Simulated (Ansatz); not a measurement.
Take InSb in the zinc blende structure (space group F-43m, No. 216; a = 6.6346 Å) as the base.

Method: PBE/PAW in Ansatz (a quantum-chemistry and plane-wave program), no SOC.

For the base:

```
Quantity   Result
--------  -------
Pressure  0.0 GPa
Band gap     zero
```

Now apply this change: the cell is scaled by 1.0086 in all directions, atoms relaxed at fixed cell.

### Question
How does this affect the energy relative to the base, pressure and band gap?

### Answer
The energy grows by 2.7 meV/atom; the pressure goes from zero to -0.9 GPa; the band gap is still zero.

With Sb present, leaving out spin-orbit coupling can change the band edges. The cells carry an imposed strain or load. Stability against distortions was not tested. The final runs are not spin-polarised. The zero or small gap of InSb can change with the level of theory.
